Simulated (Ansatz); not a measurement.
For rock-salt BeTe (model structure), PBE-D4 in Ansatz (plane waves, PAW) gives:

| Item | Result |
|---|---|
| lattice constant a | 5.287 Å |
| formation enthalpy | 0.075 eV/atom |

Problem. What does r²SCAN (Ansatz, a program for electronic structure, PAW) give for the same quantities?

Solution. 
- lattice constant a: 5.371 Å (grows by 1.6 %)
- formation enthalpy: 0.124 eV/atom (goes up by 0.049 eV/atom)

Changes are worked out from the printed values.

Unless a cell is named, each level is at its own relaxed cell (PBE-D4 18.47, r²SCAN 19.36 Å³/atom).

Levels without +SOC leave out spin–orbit coupling, which shifts energies and cells of such heavy elements.

Ansatz's density-functional and Hartree–Fock values are scalar-relativistic unless marked +SOC, with PAW data made under PBE.

A model structure was made by putting elements into a prototype or built by hand; it is no filed structure, need not be a known phase, and can be a saddle point held by its symmetry.
